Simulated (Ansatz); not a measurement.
The starting structures come from a database of crystals and need not be the phases stable at ambient conditions.

 Where the default PAW files enter, the runs use the earlier of Ansatz's two default sets.

Tunnelling through a barrier is set by its complex band structure: the current falls as exp(−2κd) with the smallest κ.

Consider the following.

```
CELL_PARAMETERS angstrom
      5.04121     0.00000     0.00000
      0.00000     5.19528     0.00000
      0.00000     0.82680     4.91001
ATOMIC_POSITIONS crystal
  Ta 0.54481 0.28413 0.29299
  Ta 0.45519 0.71587 0.70701
  Ta 0.04481 0.21587 0.70701
  Ta 0.95519 0.78413 0.29299
  N  0.25603 0.02065 0.44403
  N  0.74397 0.97935 0.55597
  N  0.75603 0.47935 0.55597
  N  0.24397 0.52065 0.44403
  O  0.67425 0.65288 0.06249
  O  0.32575 0.34712 0.93751
  O  0.17425 0.84712 0.93751
  O  0.82575 0.15288 0.06249
```

Space group of this cell: P2_1/c. The cell is taken as given; by r2SCAN its mean pressure is -1.8 GPa.

Transport runs along the normal of the first two printed cell vectors.

No gap correction and no spin-orbit coupling; mid-gap values are interpolated between computed energies.

Question: Predict the band gap and the smallest decay constant κ at mid-gap from Ansatz (a program for electronic structure) with r2SCAN.

Answer: Gap 2.34 eV on a 6×6×6 mesh; κ = 0.276 1/Å, at the zone centre.
